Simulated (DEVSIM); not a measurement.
Device: abrupt Ge p-n junction, at 300 K.

```tsv
layer (left to right)	material	thickness (μm)	Nd (cm⁻³)	Na (cm⁻³)	τn (s)	τp (s)
1	Ge	13.0	-	4.4e15	0.00084	0.00084
2	Ge	2.50	3.6e15	-	0.00084	8.4e-5
```

Left contact: ohmic. Right contact: ohmic. Voltage is applied to the left contact. Recombination: SRH at mid-gap. Mobility is μmin + (μ − μmin)/(1 + (N/Nref)^α).

Constants are typed, rounded textbook-type inputs, not results; the design itself was drawn at random and stands for no fabricated device. Values at 300 K.

```tsv
parameter	Ge
gap (eV)	0.664
affinity (eV)	4
permittivity	16
Nc (cm⁻³)	1.04e19
Nv (cm⁻³)	6e18
μn (cm²/Vs)	3900
μp (cm²/Vs)	1900
μn,min	150
μp,min	100
Nref,n	2.6e17
Nref,p	4e17
αn	0.56
αp	0.6
```

DEVSIM, 1D drift-diffusion, Boltzmann statistics, complete ionisation; no tunnelling, impact ionisation, image-force lowering or self-heating.

Question: Give the dark forward current.

Answer: 
(V (V), J (A/cm²)): (0.05, 0.030); (0.10, 0.23); (0.15, 1.6); (0.20, 8.7); (0.25, 33); (0.30, 84); (0.35, 170); (0.45, 450); (0.50, 660); (0.55, 900); (0.60, 1200); (0.65, 1500); (0.70, 1900); (0.75, 2300)
